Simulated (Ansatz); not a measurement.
Ti4AlN3, treated with HSE06 (plane waves, PAW; Ansatz, a quantum-chemistry and plane-wave program).

Run with plane-wave cutoff 520 eV, 12×12×2 k mesh (along the axes of the cell as run), Fermi–Dirac smearing 0.03 eV, no spin polarisation, scalar-relativistic PAW data made under PBE.

Starting structure:

```
CELL_PARAMETERS angstrom
      2.98800     0.00000     0.00000
     -1.49400     2.58768     0.00000
      0.00000     0.00000    23.37200
ATOMIC_POSITIONS crystal
  Ti 0.00000 0.00000 0.65430
  Ti 0.00000 0.00000 0.15430
  Ti 0.00000 0.00000 0.34570
  Ti 0.00000 0.00000 0.84570
  Ti 0.66667 0.33333 0.55390
  Ti 0.33333 0.66667 0.05390
  Ti 0.33333 0.66667 0.44610
  Ti 0.66667 0.33333 0.94610
  Al 0.66667 0.33333 0.75000
  Al 0.33333 0.66667 0.25000
  N  0.00000 0.00000 0.50000
  N  0.00000 0.00000 0.00000
  N  0.66667 0.33333 0.10500
  N  0.33333 0.66667 0.60500
  N  0.33333 0.66667 0.89500
  N  0.66667 0.33333 0.39500
```

Task: Into what structure does the relaxation of cell and atoms lead at this level, with the symmetry of the start kept?

Result: The volume decreases by 2.0 %; final space group P6_3/mmc.
```
CELL_PARAMETERS angstrom
      2.96425     0.00000     0.00000
     -1.48212     2.56711     0.00000
      0.00000     0.00000    23.27770
ATOMIC_POSITIONS crystal
  Ti 0.00000 0.00000 0.65420
  Ti 0.00000 0.00000 0.15420
  Ti 0.00000 0.00000 0.34580
  Ti 0.00000 0.00000 0.84580
  Ti 0.66667 0.33333 0.55400
  Ti 0.33333 0.66667 0.05400
  Ti 0.33333 0.66667 0.44600
  Ti 0.66667 0.33333 0.94600
  Al 0.66667 0.33333 0.75000
  Al 0.33333 0.66667 0.25000
  N  0.00000 0.00000 0.50000
  N  0.00000 0.00000 0.00000
  N  0.66667 0.33333 0.10509
  N  0.33333 0.66667 0.60509
  N  0.33333 0.66667 0.89491
  N  0.66667 0.33333 0.39491
```
